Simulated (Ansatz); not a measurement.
Electron-phonon data for ZrP (P6_3/mmc)

Input:

```yaml
crystal:
  lattice:
    - [3.66242, 0.00000, 0.00000]
    - [-1.83121, 3.17175, 0.00000]
    - [0.00000, 0.00000, 12.48035]
  atoms:
    - { symbol: Zr, position: [0.33333, 0.66667, 0.38422] }
    - { symbol: Zr, position: [0.66667, 0.33333, 0.61578] }
    - { symbol: Zr, position: [0.66667, 0.33333, 0.88422] }
    - { symbol: Zr, position: [0.33333, 0.66667, 0.11578] }
    - { symbol: P, position: [0.66667, 0.33333, 0.25000] }
    - { symbol: P, position: [0.33333, 0.66667, 0.75000] }
    - { symbol: P, position: [0.00000, 0.00000, 0.50000] }
    - { symbol: P, position: [0.00000, 0.00000, 0.00000] }
```

Level of theory: PBEsol, DFPT electron-phonon coupling, linearised Boltzmann equation (plane waves, PAW, scalar-relativistic; Ansatz, a first-principles code). Cell: relaxed with this functional, without spin-orbit coupling.

The resistivity at 300 K is 22 (x), 22 (y), 34 (z) μΩ·cm, the resistivity at 77 K is 2.1 (x), 2.1 (y), 3.2 (z) μΩ·cm and the electron mean free path at 300 K (weighted by the current that each state carries) comes out as 11.4 nm.

A metal at this level (no band gap). Only scattering by harmonic phonons is included (no impurities, grain boundaries, electron-electron scattering or thermal expansion). Spin-orbit coupling is left out. Halving the electron mesh (28x28x8) moves the resistivity by up to 14 % at 300 K, the mean free path by up to 9 %. Smearing 0.20 eV; phonons on a 4x4x2 q mesh, which this run doesn't test and which matters most at low temperature.

Computed structure with no diffraction record at hand here (it may be known, metastable or hypothetical): ZrP (P6_3/mmc).
